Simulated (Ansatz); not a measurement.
Results of r²SCAN in Ansatz (plane waves, PAW) for Co3AlC (Pm-3m, No. 221, 5 atoms in the cell; start mp-10037).

Numerical settings: plane-wave cutoff 560 eV, 16×16×16 k mesh, Fermi–Dirac smearing 0.05 eV, no spin polarisation, scalar-relativistic PAW data made under PBE.

Cell (relaxed at this level):

```
CELL_PARAMETERS angstrom
      3.68584     0.00000     0.00000
      0.00000     3.68584     0.00000
      0.00000     0.00000     3.68584
ATOMIC_POSITIONS crystal
  Al 0.00000 0.00000 0.00000
  Co 0.00000 0.50000 0.50000
  Co 0.50000 0.00000 0.50000
  Co 0.50000 0.50000 0.00000
  C  0.50000 0.50000 0.50000
```

Question: What does this level give for the bulk modulus B0?

Answer: 
* **bulk modulus B0**: 253 GPa

Note: the run has no spin polarisation, so it can have missed a magnetic state; the bulk modulus is −V dP/dV from two relaxed cells at ±2 % in volume; the relaxation could not lower the start's symmetry, so the cell can be a saddle point above a distorted one.

Computed values are for the static lattice.

It cost roughly 5 core-minutes of CPU time.

A start named mp-… is a Materials Project structure, which need not be a measured phase.

Ansatz is an electronic-structure program.
